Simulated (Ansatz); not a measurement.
Levels about the gap of amorphous Ga24O39B2 (65 atoms in a cell of 809 Å³, 4.76 g/cm³; zone centre alone, so wide bands show as single levels with stretches between that a denser mesh fills), at the geometry that PBE relaxed, where it gives 2.3 GPa on a denser mesh. The participation number counts the atoms over which a state spreads; weights are charges in smoothed Voronoi cells. The levels come from a single point, so bond lengths are those of that geometry. Method of the levels: PBE, scalar-relativistic without spin-orbit coupling (Ansatz, a first-principles code). Sampling: the zone centre alone; Fermi-Dirac width 0.02 eV; no spin polarisation. At PBE the levels at the filled edge of the gap are localised (band-tail or defect states), and the nearest spread-out levels lie 2.1 eV apart at the zone centre.

It comes from a melt-quench run on a machine-learned potential (CHGNet), relaxed afterwards by DFT. O atoms were pushed apart under 1.9 Å during the dynamics, to hinder bonds among them. The hot cell started wider than the set density and was brought back towards it in steps. It is the lowest in DFT energy of 2 quenches. It is a model cell: composition and starting density were chosen by hand, and all elements were melted together. No dispersion term was used. Its density started from a set value of 4.76 and ended at 4.76 g/cm³. The simulated quench (nominally 220 K/ps over its main leg) is rapid and tends to freeze in more defects than a deposited or slowly cooled glass has. A cell of this size samples the disorder only roughly. The volume was held where the preparation left it and the shape relaxed, at a PBE pressure of 2.3 GPa. Stress components on the final sampling reach 2.3 GPa.

```tsv
E - E(highest filled), eV	filling	participation number	largest on	weight O	weight Ga	weight B
-0.39	filled	13.3	O, 3 neighbours	0.94	0.06	0.00
-0.35	filled	12.5	O, 4 neighbours	0.93	0.06	0.00
-0.32	filled	14.7	O, 3 neighbours	0.94	0.06	0.00
-0.26	filled	6.7	O, 3 neighbours	0.95	0.05	0.00
-0.17	filled	6.1	O, 2 neighbours	0.94	0.06	0.00
-0.12	filled	5.4	O, 2 neighbours	0.95	0.05	0.00
0.00	filled	5.1	O, 3 neighbours	0.96	0.04	0.00
1.81	empty	56.8	Ga, 4 neighbours	0.53	0.46	0.01
3.98	empty	25.3	Ga, 4 neighbours	0.55	0.44	0.01
4.33	empty	34.4	Ga, 4 neighbours	0.55	0.44	0.01
4.38	empty	31.8	Ga, 4 neighbours	0.56	0.43	0.01
4.54	empty	38.3	Ga, 4 neighbours	0.57	0.42	0.01
4.91	empty	34.5	Ga, 5 neighbours	0.56	0.41	0.03
4.99	empty	35.4	Ga, 4 neighbours	0.51	0.46	0.03
```

Most localised among these is the filled level at +0.00 eV, on a O atom, which has 3 neighbours (Ga 1.86 Å, Ga 1.89 Å, Ga 2.06 Å).
